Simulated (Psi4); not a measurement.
Psi4 1.11, PBE/def2-tzvp: Cd(F)(fmdH) ([F][Cd]1[NH]C=[NH]->1), 8 atoms. The geometry is a generated start, not checked to be a minimum at this level.

```json
{
  "task": "energy",
  "method": "pbe",
  "basis": "def2-tzvp",
  "memory": "3 GB",
  "maxiter": "100",
  "keys_of_the_molecule_block": "symmetry c1",
  "scf_type": "df (default)",
  "e_convergence": "1e-06 (default)",
  "d_convergence": "1e-06 (default)",
  "dft_radial_points": "75 (default)",
  "dft_spherical_points": "302 (default)",
  "effective_core_potentials": "those of the basis set, past Kr",
  "basis_functions": "182",
  "grid_points": "172779"
}
```

```xyz
8

Cd    -0.3012     1.1221    -1.0566
F     -0.9576     2.4163    -2.3397
C      0.2233    -0.6496     0.6222
N      0.2690    -0.9042    -0.6575
N     -0.0969     0.5590     0.9992
H      0.4532    -1.4250     1.3581
H      0.5247    -1.8463    -0.9217
H     -0.1146     0.7277     1.9961
```

Charge 0 and multiplicity 1 are set for this test and not shown to be the ground state.

With the defaults (diis = true, scf_initial_accelerator = adiis, damping_percentage = 0, soscf = false, soscf_start_convergence = 0.01, guess = auto, which took SAD, level_shift = 0, level_shift_cutoff = 0.01, diis_max_vecs = 10) it converges in 11 SCF iterations. One run each on 2 threads, with these changes:
- guess = sap
- level_shift = 0.5, level_shift_cutoff = 0.001
- guess = sadno
- level_shift = 0.1, level_shift_cutoff = 0.001
- scf_initial_accelerator = none
- diis_max_vecs = 20
- soscf = true, soscf_start_convergence = 0.001
- soscf = true
- diis = false, scf_initial_accelerator = none, damping_percentage = 60

**Question.** Which runs fail or end elsewhere than the default run?

**Answer.** No convergence: diis = false, scf_initial_accelerator = none, damping_percentage = 60 (the run ends without SCF convergence in 100 iterations). The rest reach the solution of the defaults.

```json
[
 {"setting": "soscf = true, soscf_start_convergence = 0.001", "SCF iterations": "8", "JK calls": "19", "end": "same solution"},
 {"setting": "soscf = true", "SCF iterations": "8", "JK calls": "29", "end": "same solution"},
 {"setting": "level_shift = 0.5, level_shift_cutoff = 0.001", "SCF iterations": "10", "JK calls": "11", "end": "same solution"},
 {"setting": "the defaults", "SCF iterations": "11", "JK calls": "12", "end": "same solution"},
 {"setting": "scf_initial_accelerator = none", "SCF iterations": "11", "JK calls": "12", "end": "same solution"},
 {"setting": "diis_max_vecs = 20", "SCF iterations": "11", "JK calls": "12", "end": "same solution"},
 {"setting": "level_shift = 0.1, level_shift_cutoff = 0.001", "SCF iterations": "11", "JK calls": "12", "end": "same solution"},
 {"setting": "guess = sadno", "SCF iterations": "13", "JK calls": "13", "end": "same solution"},
 {"setting": "guess = sap", "SCF iterations": "17", "JK calls": "17", "end": "same solution"},
 {"setting": "diis = false, scf_initial_accelerator = none, damping_percentage = 60", "SCF iterations": "100", "JK calls": "101", "end": "no convergence"}
]
```

An SOSCF iteration holds several JK calls; a Hückel guess adds calls on atoms. 1 further run of the study ended by our limits or in an error and is left out.
